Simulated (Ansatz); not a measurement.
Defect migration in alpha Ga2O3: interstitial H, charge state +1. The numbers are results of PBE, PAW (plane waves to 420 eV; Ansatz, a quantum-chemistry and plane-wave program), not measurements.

Cell of 120 host sites held at the relaxed PBE lattice; the Γ point alone; Fermi-Dirac width 0.01 eV, spin-restricted; finite-size errors left in. No zero-point or tunnelling terms. The host's phase is taken as given; its stability against other phases was not computed. The charge state is imposed; whether it is stable for some Fermi level was not computed. Sites that were not tried may lie lower.

Barriers: single points on a 2×2×2 k-point mesh shifted by half a step along c at the bands' geometries.

The step: a direct jump of one H atom. Atoms about the jump, Cartesian Å from the middle of the jump, before and after:

```csv
atom,x0,y0,z0,x1,y1,z1
H1,-0.60,0.35,-0.86,0.60,-0.35,0.86
O2,-0.06,0.06,-0.07,0.09,-0.02,0.07
Ga3,-0.86,-1.66,-1.54,-0.84,-1.56,-1.48
Ga4,-0.93,-1.51,1.48,-1.01,-1.57,1.54
O5,-2.35,-1.49,0.00,-2.36,-1.48,0.03
O6,-0.11,-2.78,-0.03,-0.11,-2.78,0.00
Ga7,-0.88,1.58,0.98,-0.89,1.54,0.90
Ga8,1.78,0.00,-0.90,1.81,0.02,-0.98
O9,-1.62,0.12,2.27,-1.63,0.11,2.26
O10,0.91,-1.36,-2.26,0.92,-1.34,-2.27
O11,-1.73,-0.03,-2.16,-1.78,-0.03,-2.20
O12,0.87,-1.56,2.20,0.84,-1.51,2.16
Ga13,-3.36,-0.01,-0.81,-3.36,-0.01,-0.82
Ga14,1.67,-2.91,0.82,1.67,-2.91,0.81
O15,-2.60,1.58,0.02,-2.60,1.58,0.01
O16,2.67,-1.46,-0.01,2.67,-1.46,-0.02
O17,0.67,1.48,2.30,0.67,1.46,2.30
O18,0.93,1.31,-2.30,0.94,1.32,-2.30
```

Task: Give the saddle-point geometry and the barrier.

Result: 
```json
[
 {"atom": "H1", "x": "-0.41", "y": "-0.68", "z": "0.00"},
 {"atom": "O2", "x": "0.08", "y": "0.16", "z": "0.00"},
 {"atom": "Ga3", "x": "-0.90", "y": "-1.59", "z": "-1.70"},
 {"atom": "Ga4", "x": "-0.93", "y": "-1.57", "z": "1.70"},
 {"atom": "O5", "x": "-2.30", "y": "-1.43", "z": "0.01"},
 {"atom": "O6", "x": "-0.10", "y": "-2.70", "z": "-0.01"},
 {"atom": "Ga7", "x": "-0.88", "y": "1.58", "z": "0.91"},
 {"atom": "Ga8", "x": "1.79", "y": "0.03", "z": "-0.91"},
 {"atom": "O9", "x": "-1.62", "y": "0.12", "z": "2.27"},
 {"atom": "O10", "x": "0.90", "y": "-1.34", "z": "-2.28"},
 {"atom": "O11", "x": "-1.81", "y": "-0.02", "z": "-2.26"},
 {"atom": "O12", "x": "0.88", "y": "-1.57", "z": "2.26"},
 {"atom": "Ga13", "x": "-3.35", "y": "0.01", "z": "-0.81"},
 {"atom": "Ga14", "x": "1.67", "y": "-2.90", "z": "0.81"},
 {"atom": "O15", "x": "-2.60", "y": "1.60", "z": "0.01"},
 {"atom": "O16", "x": "2.68", "y": "-1.45", "z": "-0.02"},
 {"atom": "O17", "x": "0.67", "y": "1.50", "z": "2.31"},
 {"atom": "O18", "x": "0.95", "y": "1.34", "z": "-2.31"}
]
```
It lies 0.88 eV above the start and 0.88 eV above the end. The check of the saddle point's order was inconclusive, and it lies on a symmetry element of the cell, where a band can be held.
